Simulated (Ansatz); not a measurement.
Functionals compared on a constructed model of the (100) surface of fcc Pd, a pseudomorphic layer of Os in the host's stacking (bottom of the slab: a bare face, its two planes held), in Ansatz (plane waves, PAW). The structure was relaxed with PBE; the other rows are single points on it. Cutoff 420 eV (500 eV for r2SCAN).

Set-up: 7 atoms, 12.1 Å thick at the start; mesh 13x13x1; 0.1 eV smearing; dipole correction on; 2 atoms held, the rest relaxed; held to the start's symmetry, so lower structures may exist; no spin, no spin-orbit, no U. It is one candidate, not shown to be the stable structure of the face. These notes are the PBE run's.

| functional | work function of the top face (eV) | rough cost of the single point |
|---|---|---|
| PBE | 5.56 | – |
| RPBE | 5.42 | about 23 core-seconds (a rough figure) |
| r2SCAN | [?] | around 110 core-seconds (rough) |

Problem. What belongs in the gaps?

Solution. 
- r2SCAN, work function of the top face (eV): 5.67

Ansatz is a first-principles code.
